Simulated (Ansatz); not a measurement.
Consider AlAs in the zinc blende structure (space group F-43m, No. 216; a = 5.728 Å).

Structures relaxed with PBE/PAW in Ansatz (a program for electronic structure), no spin-orbit coupling.

Base:

Simulated powder pattern, Co Kα, λ = 1.79026 Å (kinematic, ideal powder, no thermal factors, no anomalous dispersion; the 14 strongest lines at most, above 2 %, up to 2θ = 90°):

```tsv
2θ (°)	I/Imax (%)	hkl
31.41	100	(111)
36.42	19	(200)
52.46	58	(220)
62.43	43	(311)
65.54	4.7	(222)
77.37	9.5	(400)
85.86	19	(331)
88.66	6.7	(420)
```

Perturbation: In takes the place of Al on all its sites, then cell and atoms are relaxed.

Problem. Where do the lines fall after the change?

Solution. 
Simulated powder pattern, Co Kα, λ = 1.79026 Å (kinematic, ideal powder, no thermal factors, no anomalous dispersion; the 14 strongest lines at most, above 2 %, up to 2θ = 90°):

```json
[
 {"2θ (°)": "29.03", "d (Å)": "3.572", "I/Imax (%)": "100", "hkl": "(111)"},
 {"2θ (°)": "33.64", "d (Å)": "3.093", "I/Imax (%)": "4.0", "hkl": "(200)"},
 {"2θ (°)": "48.32", "d (Å)": "2.187", "I/Imax (%)": "72", "hkl": "(220)"},
 {"2θ (°)": "57.36", "d (Å)": "1.865", "I/Imax (%)": "45", "hkl": "(311)"},
 {"2θ (°)": "70.73", "d (Å)": "1.547", "I/Imax (%)": "12", "hkl": "(400)"},
 {"2θ (°)": "78.21", "d (Å)": "1.419", "I/Imax (%)": "19", "hkl": "(331)"}
]
```

The indices refer to each structure's own conventional cell; one index is shown for lines that coincide.

Whether these cells are dynamically stable was not tested. All final runs are without spin polarisation.
